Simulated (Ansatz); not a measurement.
Structures of equal composition on the (100) surface of 3C silicon carbide (Si plane on top): 1x1 symmetric dihydride; 1x1 canted dihydride. The slabs share one bottom face, and each structure is named by its start. These are constructed structures in small cells; real faces may alloy, dewet or reconstruct in larger ones, and not all known structures of the face are among them. Slabs of about 9 Å with all that they carry, Fermi-Dirac smearing of 0.025 eV. Bottom of the slabs: dihydride, held. Relaxed from the named starts with such symmetry as they have, on meshes of like density; energies extrapolated to zero smearing; no spin-orbit coupling, no U. Spin-polarised runs, if any, are marked in brackets, and their order is one that fits the cell; the others ran without spin. Where a second, spin-polarised start was run, the lower counts.

Host crystal: 3C silicon carbide, with a band gap (PBE, scalar-relativistic without spin-orbit coupling).

The numbers are results of HSE06, at the PBE geometry (plane waves to 420 eV, PAW; Ansatz, a program for electronic structure), not measurements.

Order them by energy per 1x1 cell (lowest first) at the level HSE06, at the PBE geometry.

1x1 canted dihydride (0.000 eV), 1x1 symmetric dihydride (1.622 eV, no gap over 0.04 eV on the mesh)
